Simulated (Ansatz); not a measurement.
Start from Cu3N (space group Pm-3m, No. 221; a = 3.7649 Å). Axes: x, y, z lie along the cube axes.

All numbers come from PBEsol/PAW in Ansatz (an electronic-structure program), scalar-relativistic without spin-orbit coupling.

Strains are applied to the cell and any free atomic positions relax; under biaxial strain the out-of-plane vector relaxes too.

One change was made to it. Results:

```json
[
 {"quantity": "shortest interatomic distance", "base": "1.882 Å", "after": "1.859 Å"},
 {"quantity": "energy relative to the base (free energy F)", "base": "0 meV/atom", "after": "+21 meV/atom"}
]
```

Name the change that was made.
A) biaxial strain +0.60 %, plane normal [001], relaxed out of plane
B) biaxial strain +1.20 %, plane normal [001], relaxed out of plane
C) biaxial strain +2.40 %, plane normal [001], relaxed out of plane
D) biaxial strain +1.80 %, plane normal [001], relaxed out of plane
E) biaxial strain +3.00 %, plane normal [001], relaxed out of plane

E, biaxial strain +3.00 %, plane normal [001], relaxed out of plane. For comparison, the energy relative to the base in the other runs: biaxial strain +1.80 %, plane normal [001], relaxed out of plane gives +8.0 meV/atom; biaxial strain +1.20 %, plane normal [001], relaxed out of plane gives +3.6 meV/atom; biaxial strain +2.40 %, plane normal [001], relaxed out of plane gives +14 meV/atom; biaxial strain +0.60 %, plane normal [001], relaxed out of plane gives +0.9 meV/atom.

Whether these cells are dynamically stable was not tested. All final runs are without spin polarisation.
